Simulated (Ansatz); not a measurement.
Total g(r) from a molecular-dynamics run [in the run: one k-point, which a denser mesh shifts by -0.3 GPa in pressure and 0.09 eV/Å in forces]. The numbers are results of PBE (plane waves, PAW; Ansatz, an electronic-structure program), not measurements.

| r (Å) | g(r) |
|---|---|
| 1.02 | 0.00 |
| 1.14 | 0.00 |
| 1.26 | 0.00 |
| 1.38 | 0.00 |
| 1.50 | 0.00 |
| 1.62 | 0.00 |
| 1.74 | 0.00 |
| 1.86 | 0.00 |
| 1.98 | 0.00 |
| 2.10 | 0.00 |
| 2.22 | 0.00 |
| 2.34 | 0.00 |
| 2.46 | 0.00 |
| 2.58 | 0.10 |
| 2.70 | 6.73 |
| 2.82 | 4.25 |
| 2.94 | 0.03 |
| 3.06 | 0.41 |
| 3.18 | 6.07 |
| 3.30 | 0.24 |
| 3.42 | 0.00 |
| 3.54 | 0.00 |
| 3.66 | 0.00 |
| 3.78 | 0.00 |
| 3.90 | 0.00 |
| 4.02 | 0.00 |
| 4.14 | 0.00 |
| 4.26 | 0.00 |
| 4.38 | 0.94 |
| 4.50 | 4.99 |
| 4.62 | 0.48 |
| 4.74 | 0.00 |

Problem. Which system gave this curve?
A) W (bcc), crystal, 298 K, 4.2 GPa
B) GaN (wurtzite), crystal, 295 K, 3.9 GPa
C) AlN (zinc blende; a metastable form), crystal, 1420 K
D) LiF (rock salt), crystal, 555 K

Solution. A, W (bcc), crystal, 298 K, 4.2 GPa
